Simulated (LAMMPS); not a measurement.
MD of Cu (fcc) at zero pressure, 4000 atoms, as a crystal; each row is its own run.

Model: classical MD, pair style eam/alloy, file Cu_mishin1.eam.alloy (LAMMPS).

```csv
T (K),enthalpy (eV/atom)
200,-3.4881
300,-3.4618
810,-3.3226
1020,-3.2617
1220,-3.2008
1430,-3.1320
```

### Question
Fit a straight line, y = a + b x, to these rows (x is the first column, y the second) and predict the run at x = 610.

### Answer
Least squares gives a = -3.5490 and b = 0.0002866. At x = 610 the fit predicts -3.3742 eV/atom. The run itself gave -3.3786 ± 0.0001 eV/atom, so the fit is 4.4 meV/atom high.

Caution (row 1430): this crystal lies over the melting point of about 1340 K that EAM-type Cu_mishin1.eam.alloy gives, so it is superheated.
